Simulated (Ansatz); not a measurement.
Data:

End structure of a constructed model of the (111) surface of fcc Au, a pseudomorphic layer of Zr in the other hollow (bottom of the slab: a bare face, its two planes held):

```
CELL_PARAMETERS angstrom
      2.93959     0.00000     0.00000
     -1.46980     2.54576     0.00000
      0.00000     0.00000    31.00000
ATOMIC_POSITIONS crystal
  Au 0.33333 0.66667 0.26211
  Au 0.66667 0.33333 0.33954
  Au 0.00000 0.00000 0.41667
  Au 0.33333 0.66667 0.49419
  Au 0.66667 0.33333 0.57252
  Au 0.00000 0.00000 0.65237
  Zr 0.66667 0.33333 0.73078
```

Slab: 7 atoms, 14.7 Å thick at the start; k 15x15x1, smearing 0.1 eV, dipole-corrected; 2 atoms held, the rest relaxed; start symmetry kept, larger cells not searched; no spin, no spin-orbit, no U. In PBE it lies 0.02 eV a 1x1 cell over the lowest computed structure of the same composition (a pseudomorphic layer of Zr in the host's stacking).

Task: Predict the work function of the top face from PBE in Ansatz (a program for electronic structure).

Result: 4.37 eV
